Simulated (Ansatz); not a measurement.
# Short convergence ladders for the (110) slab of Li2CrCl4 (cut from a parent of space group no. 12; 14 atoms in the cell)

```yaml
crystal:
  lattice:
    - [3.80916, 0.00000, 0.00000]
    - [0.35824, 6.31689, 0.00000]
    - [0.00000, 0.00000, 24.62582]
  atoms:
    - { symbol: Cl, position: [0.27704, 0.51813, 0.41186] }
    - { symbol: Cl, position: [0.26869, 0.87975, 0.28548] }
    - { symbol: Cl, position: [0.80504, 0.35680, 0.28425] }
    - { symbol: Cl, position: [0.74069, 0.04109, 0.41309] }
    - { symbol: Cl, position: [0.15480, 0.81792, 0.65658] }
    - { symbol: Cl, position: [0.14645, 0.17955, 0.53020] }
    - { symbol: Cl, position: [0.68280, 0.65659, 0.52897] }
    - { symbol: Cl, position: [0.61845, 0.34088, 0.65780] }
    - { symbol: Cr, position: [0.71174, 0.34884, 0.47103], spin: 3.0 }
    - { symbol: Cr, position: [0.58950, 0.64863, 0.71575], spin: 3.0 }
    - { symbol: Li, position: [0.27286, 0.19894, 0.34867] }
    - { symbol: Li, position: [0.21174, 0.84884, 0.47103] }
    - { symbol: Li, position: [0.15062, 0.49874, 0.59339] }
    - { symbol: Li, position: [0.08950, 0.14863, 0.71575] }
```
(The spins are starting values, not results.)

Base method: PBEsol, default PAW files made with PBE (plane waves; Ansatz, an electronic-structure program).

Base settings: basis.ecutwfc = 420 eV; kpoints.mp_grid.grid = 3 2 1; hamiltonian.xc = pbesol; hamiltonian.pseudopotentials = {kind: paw} (the program's default PAW files); magnetization.spin_polarized = true; scf.occupations.method = fermi_dirac; scf.occupations.width = 0.05 eV.

Core times come from one kind of shared machine, to one figure; runs under 30 s give none.

**The vacuum with a dipole correction**

In this ladder: efield.axis = 3; efield.dipole_correction = true.

The mesh stays at the base's, so the ladder's end is converged at best in this setting alone.

Only quantities that move along the ladder and can be compared are tabulated.

These are the values that this program gave, and no reference: magnetic slabs can end in a higher state.

```csv
vacuum between outermost atoms (Å),free energy less the last step's (meV/atom),largest difference of a force vector from the last step's (eV/Å),core time / last (rough)
8.0,0.85,0.012,0.5
10.0,0.14,0.002,0.5
14.0,0.01,0.000,0.8
20.0,0.00,0.000,1
```

Smallest vacuum between outermost atoms (Å) that holds the free energy within 0.5 meV/atom of the last step, with all finer ones: 10.0; the step before is off by 0.85 meV/atom.

Smallest vacuum between outermost atoms (Å) that holds the forces within 0.005 eV/Å of the last step, with all finer ones: 10.0; the step before is off by 0.012 eV/Å.

**The plane-wave cutoff**

The mesh stays at the base's, so the ladder's end is converged at best in this setting alone.

Only quantities that move along the ladder and can be compared are tabulated.

These are the values that this program gave, and no reference: magnetic slabs can end in a higher state.

```csv
basis.ecutwfc,free energy less the last step's (meV/atom),largest difference of a force vector from the last step's (eV/Å),net moment (μB/atom)
210 eV,1084.08,0.120,0.740
250 eV,289.76,0.064,0.570
295 eV,53.90,0.018,0.570
355 eV,3.52,0.002,0.570
420 eV,0.48,0.001,0.570
505 eV,0.23,0.000,0.570
630 eV,0.07,0.000,0.570
840 eV,0.00,0.000,0.570
```

Coarsest basis.ecutwfc that holds the free energy within 2 meV/atom of the last step, with all finer ones: 420 eV; the step before is off by 3.5 meV/atom.

Coarsest basis.ecutwfc that holds the net moment within 0.02 μB/atom of the last step, with all finer ones: 250 eV; the step before is off by 0.17 μB/atom.

Coarsest basis.ecutwfc that holds the forces within 0.01 eV/Å of the last step, with all finer ones: 355 eV; the step before is off by 0.018 eV/Å.

On the base run: the starting cell comes from a database of computed structures (which also holds hypothetical and non-ambient phases and stackings), without a prior relaxation at this level. The slab is cut from that crystal, and its faces are unrelaxed. Its lattice was rescaled by up to half a per cent. The magnetic order is the one reached from the typed start; others were not searched systematically. Without a gap this mesh is coarse (it stands for a supercell whose shortest in-plane vector is 11 Å).

Left out of this page: 1 run of the series unsound by tests on forces, stress, charge or solver warnings.

Keys are those of Ansatz 0.2.
